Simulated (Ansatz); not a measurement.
Base system: CdS in the wurtzite structure (space group P6_3mc, No. 186; a = 4.196 Å, c = 6.830 Å).

Method: PBE/PAW in Ansatz (a program for electronic structure), without spin-orbit coupling.

Strains are applied to the cell and any free atomic positions relax.

One change was made to it. Results:

The electron mass stays 0.12 mₑ along c, 0.13 mₑ across (at Γ); the energy rises by 1.4 meV/atom; the band gap goes up by 0.04 eV, from 1.11 eV to 1.15 eV; the pressure (mean of the normal stresses, compression positive) goes from zero to 1.00 GPa.

### Question
Name the change that was made.
A. isotropic strain −0.60 %
B. isotropic strain −2.40 %
C. isotropic strain −1.80 %
D. isotropic strain −3.00 %
E. isotropic strain −1.20 %

### Answer
A, isotropic strain −0.60 %. For comparison, the band gap in the other runs: isotropic strain −2.40 % gives 1.28 eV; isotropic strain −1.20 % gives 1.20 eV; isotropic strain −3.00 % gives 1.32 eV; isotropic strain −1.80 % gives 1.24 eV.

Masses are band curvatures over ±0.01 Å⁻¹ around the edge. No phonon test of stability was made.
